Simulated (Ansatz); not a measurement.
Short convergence ladders for Ti3Ga (P3m1, 8 atoms in the cell)

```yaml
crystal:
  lattice:
    - [5.71530, 0.00000, 0.00000]
    - [-2.85765, 4.94960, 0.00000]
    - [0.00000, 0.00000, 4.64203]
  atoms:
    - { symbol: Ti, position: [0.17060, 0.34120, 0.75000] }
    - { symbol: Ti, position: [0.82940, 0.65880, 0.25000] }
    - { symbol: Ti, position: [0.82940, 0.17060, 0.25000] }
    - { symbol: Ti, position: [0.17060, 0.82940, 0.75000] }
    - { symbol: Ti, position: [0.65880, 0.82940, 0.75000] }
    - { symbol: Ti, position: [0.34120, 0.17060, 0.25000] }
    - { symbol: Ga, position: [0.66667, 0.33333, 0.76077] }
    - { symbol: Ga, position: [0.33333, 0.66667, 0.25000] }
```

Base method: PBEsol, default PAW files made with PBE (plane waves; Ansatz, a program for electronic structure).

Base settings: basis.ecutwfc = 30.9 Ry; kpoints.mp_grid.grid = 5 5 5; hamiltonian.xc = pbesol; hamiltonian.pseudopotentials = {kind: paw} (the program's default PAW files); scf.occupations.method = fermi_dirac; scf.occupations.width = 0.0073 Ry.

The count of work is k-points × plane waves × bands × iterations; it is no time. Core times come from one kind of shared machine, to one figure; runs under 30 s give none.

**The k-point mesh at a smearing width of 0.02 eV**

In this ladder: scf.occupations.width = 0.0015 Ry.

Only quantities that move along the ladder and can be compared are tabulated.

```csv
kpoints.mp_grid.grid,free energy less the last step's (meV/atom),pressure (GPa),largest difference of a force vector from the last step's (eV/Å),count of work / last,core time / last (rough)
3 3 3,-0.07,-4.88,0.092,0.016,–
4 4 4,1.54,-4.96,0.046,0.034,–
4 4 5,1.90,-4.95,0.027,0.037,–
5 5 5,-1.34,-5.04,0.047,0.043,–
6 6 7,-0.23,-5.02,0.002,0.097,–
7 7 8,-0.09,-5.02,0.002,0.12,0.1
9 9 10,0.00,-5.04,0.005,0.26,0.2
13 13 14,0.03,-5.03,0.002,0.58,0.6
16 16 17,0.00,-5.02,0.000,1.0,1
```

Coarsest kpoints.mp_grid.grid that holds the free energy within 1 meV/atom of the last step, with all finer ones: 6 6 7, at 0.097 of the last step's count of work; the step before is off by 1.3 meV/atom.

Coarsest kpoints.mp_grid.grid that holds the pressure within 0.1 GPa of the last step, with all finer ones: 4 4 4, at 0.034 of the last step's count of work; the step before is off by 0.14 GPa.

Coarsest kpoints.mp_grid.grid that holds the forces within 0.01 eV/Å of the last step, with all finer ones: 6 6 7, at 0.097 of the last step's count of work; the step before is off by 0.047 eV/Å.

**The width of Fermi-Dirac smearing**

In this ladder: kpoints.mp_grid.grid = 8 8 8.

Narrow widths need finer meshes than wide ones, so the last steps can hold mesh noise.

Only quantities that move along the ladder and can be compared are tabulated; pressure and forces are left out, as mesh noise rules them at narrow widths.

```csv
scf.occupations.width,free energy less the last step's (meV/atom),energy extrapolated to zero width less the last step's (meV/atom)
0.0735 Ry,-1793.53,-144.03
0.0367 Ry,-468.17,2.09
0.022 Ry,-159.39,13.20
0.0147 Ry,-62.94,9.80
0.0073 Ry,-9.95,1.66
0.0037 Ry,0.00,0.00
```

Widest scf.occupations.width that holds the free energy within 5 meV/atom: not settled: the last two steps still differ by 9.9 meV/atom, over half the tolerance, so the ladder does not show it.

Widest scf.occupations.width that holds the energy extrapolated to zero width within 1 meV/atom: not settled: the last two steps still differ by 1.7 meV/atom, over half the tolerance, so the ladder does not show it.

The extrapolation to zero width removes most of the smearing's effect on the energy.

**The width of cold smearing**

In this ladder: kpoints.mp_grid.grid = 8 8 8; scf.occupations.method = cold.

Narrow widths need finer meshes than wide ones, so the last steps can hold mesh noise.

Only quantities that move along the ladder and can be compared are tabulated; pressure and forces are left out, as mesh noise rules them at narrow widths.

```tsv
scf.occupations.width	free energy less the last step's (meV/atom)
0.0735 Ry	1.93
0.0367 Ry	17.14
0.022 Ry	9.33
0.0147 Ry	4.07
0.0073 Ry	0.86
0.0037 Ry	0.00
```

Widest scf.occupations.width that holds the free energy within 5 meV/atom of the last step, with all finer ones: 0.0147 Ry; the step before is off by 9.3 meV/atom.

On the base run: the starting cell comes from a database of computed structures (which also holds hypothetical and non-ambient phases and stackings), without a prior relaxation at this level. Its lattice was rescaled by up to half a per cent. One atom was moved a little off its site on purpose. Spin polarisation is off. In the base run, with a pressure of about -5 GPa the cell is away from its equilibrium volume at this level. Ansatz's pressure includes its estimate of the finite-basis (Pulay) stress.

Left out of this page: 4 runs of the series outside the window shown, repeating another row's setting, or not comparable.

Keys are those of Ansatz 0.2.
